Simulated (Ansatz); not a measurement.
The starting structures come from a database of crystals and need not be the phases stable at ambient conditions.

Tunnelling through a barrier is set by its complex band structure: the current falls as exp(−2κd) with the smallest κ.

Consider the following.

```
CELL_PARAMETERS angstrom
      4.69074     0.00000     0.00000
     -0.35829    13.43040     0.00000
     -0.35829     5.71418     6.64017
ATOMIC_POSITIONS crystal
  K  0.59466 0.23639 0.38471
  K  0.09466 0.76361 0.35749
  H  0.11608 0.20373 0.67021
  H  0.61608 0.79627 0.57767
  H  0.12358 0.35350 0.48412
  H  0.62358 0.64650 0.69112
  I  0.57158 0.54533 0.36007
  I  0.07158 0.45467 0.95073
  I  0.33640 0.75652 0.94588
  I  0.83640 0.24348 0.95892
  I  0.11068 0.96830 0.53086
  I  0.61068 0.03170 0.96746
  O  0.10304 0.26708 0.52251
  O  0.60304 0.73292 0.55667
```

Space group of this cell: Pc. The cell is taken as given; by PBEsol its mean pressure is -1.0 GPa.

Transport runs along the normal of the first two printed cell vectors.

No gap correction and no spin-orbit coupling; mid-gap values are interpolated between computed energies.

Give the band gap and the smallest decay constant κ at mid-gap that Ansatz (a quantum-chemistry and plane-wave program) with PBEsol yields.

Gap 1.86 eV on a 6×6×6 mesh; κ = 0.163 1/Å, at (0.000, 0.500) of the in-plane reciprocal vectors. At the zone centre, at the nearest computed energy, the slowest state has κ = 0.16 1/Å.
